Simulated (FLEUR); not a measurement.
Worked example: self-consistent single point of CuSn₃ (P6_3/mmc, 8 atoms in the cell) in FLEUR.

Method of the run: FLEUR with LDA (Perdew-Zunger), all-electron FLAPW (FLEUR), scalar-relativistic valence.

```
CuSn3
1.0
    6.62288     0.00000     0.00000
   -3.31144     5.73558     0.00000
    0.00000     0.00000     5.00481
Cu Sn
2 6
Direct
  0.66667   0.33333   0.25000
  0.33333   0.66667   0.75000
  0.34469   0.17234   0.75000
  0.65531   0.82766   0.25000
  0.17234   0.34469   0.25000
  0.82766   0.65531   0.75000
  0.82766   0.17234   0.75000
  0.17234   0.82766   0.25000
```

Reference input (self-consistent single point, DFT, PBEsol, all-electron FLAPW (FLEUR), scalar-relativistic valence): Kmax = 3.8 1/bohr; GmaxXC = 13.3 1/bohr; xcFunctional = PBEs; jspins = 1; l_soc = F; mode = gauss; fermiSmearingEnergy = 0.00367493 Htr; mesh (inpgen div1-3) = 3 3 4; inpgen gamma flag = true; Gmax = 13.3 1/bohr; numbands = 0; maxIterBroyd = 40. This run's input differs from it in these lines:

```diff
@@ -20,3 +20,3 @@
 &comp jspins=1 /
-&exco xctyp='PBEs' /
+&exco xctyp='pz' /
 &kpt div1=3 div2=3 div3=4 gamma=t /
@@ -33,3 +33,3 @@
       <coreElectrons ctail="T" frcor="F" kcrel="0" coretail_lmax="0"/>
-      <xcFunctional name="PBEs" relativisticCorrections="F"/>
+      <xcFunctional name="pz" relativisticCorrections="F"/>
       <magnetism jspins="1"/>
```

The program printed (abridged):

```
 Iteration:     1   Distance:      14.80349483 me/bohr^3
 Iteration:     2   Distance:       6.65745222 me/bohr^3
 Iteration:     3   Distance:       2.85889693 me/bohr^3
 Iteration:     4   Distance:       3.74405522 me/bohr^3
 Iteration:     5   Distance:       1.29618850 me/bohr^3
   [... 9 lines left out ...]
 Iteration:    15   Distance:       0.00032937 me/bohr^3
 Iteration:    16   Distance:       0.00009240 me/bohr^3
 Iteration:    17   Distance:       0.00001316 me/bohr^3
 Iteration:    18   Distance:       0.00000176 me/bohr^3
 Reset of history
 Run finished successfully
 Stop message:
   Structural relaxation: new displacements generated

[file out, last iteration]
             iter=     19
[...]
          total density-effective poten   -6.6599341879E+04
          total charge density-energy d   -1.0899088003E+03
 Updated energy parameters for spin:           1
[...]
 fermi energy and band-weighting factors:
   [... 8 lines left out ...]

[...]
FERMIE:
          first approx. to ef    (T=0)  :   0.265936 htr   (energy of the highest occ. eigenvalue)
          number of occ. states  (T=0)  :        479
          first approx. to seigv (T=0)  : -25.324713 htr
          sum of weights of occ. states :  53.000000
          sum of semicore charge        :   0.000000 e
          fermi energy=   0.26786 har   work function=  -7.28881 ev
   [... lines left out ...]
          total moment                 =     0.00000
 Direct bandgap for spin            1 :    1.2457333760237943E-002  Htr
 ---->    free energy=                    -40347.8176380783 htr
   [... lines left out ...]
      extrapolation for T->0
 ---->    total electron energy=          -40347.8176380783 htr
 ***** TOTAL FORCES ON ATOMS *****
 TOTAL FORCE FOR ATOM TYPE=  1  X= -6.258   Y=  3.613   Z=  2.364
                       FX_TOT= 0.000000 FY_TOT= 0.000000 FZ_TOT= 0.000000
 TOTAL FORCE FOR ATOM TYPE=  2  X=  3.235   Y=  1.868   Z= -2.364
                       FX_TOT= 0.005256 FY_TOT= 0.003035 FZ_TOT= 0.000000
```

The run converged in 18 iterations. FLEUR gives forces in its relaxation mode, with a further iteration, so its stop message speaks of a relaxation. Against the reference run the largest force goes from 0.273 to 0.312 eV/Å.

The starting cell comes from a database of computed structures (which also holds hypothetical and non-ambient phases and stackings), without a prior relaxation at this level. Spin polarisation is off. Values depend on the basis (sphere radii, cutoffs, local orbitals), which need not be converged. The log's line on a gap gives a spacing of levels on this mesh, which the program prints for metals too.

Cost on one core of a shared machine: roughly 4 min.
